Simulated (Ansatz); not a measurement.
MgO (P6₃mc, No. 186, 4 atoms in the cell; start mp-549706; a measured phase of this formula has another space group)

Computed with PBEsol (Ansatz, a program for electronic structure, plane waves, PAW).

Settings: plane-wave cutoff 500 eV, 18×18×8 k mesh (along the axes of the cell as run), gaussian smearing 0.02 eV, scalar-relativistic PAW data made under PBE.

Cell (relaxed at this level):

```cif
data_Mg2O2
_chemical_formula_sum 'Mg2 O2'
_space_group_name_H-M_alt 'P63mc'
_space_group_IT_number 186
_space_group_name_Hall 'P 6c -2c'
_cell_length_a 3.30275
_cell_length_b 3.30275
_cell_length_c 5.02099
_cell_angle_alpha 90.000
_cell_angle_beta 90.000
_cell_angle_gamma 120.000
loop_
_atom_site_label
_atom_site_type_symbol
_atom_site_symmetry_multiplicity
_atom_site_Wyckoff_symbol
_atom_site_fract_x
_atom_site_fract_y
_atom_site_fract_z
_atom_site_occupancy
Mg1 Mg 2 b 0.33333 0.66667 0.00377 1
O1 O 2 b 0.33333 0.66667 0.40083 1
```

```
Quantity                       Result
--------  ---------------------------
band gap  3.36 eV (on the SCF k mesh)
```

Note: the relaxation could not lower the start's symmetry, so the cell can be a saddle point above a distorted one.

Computed values are for the static lattice.

It cost roughly 90 core-seconds of CPU time.

A start named mp-… is a Materials Project structure, which need not be a measured phase.
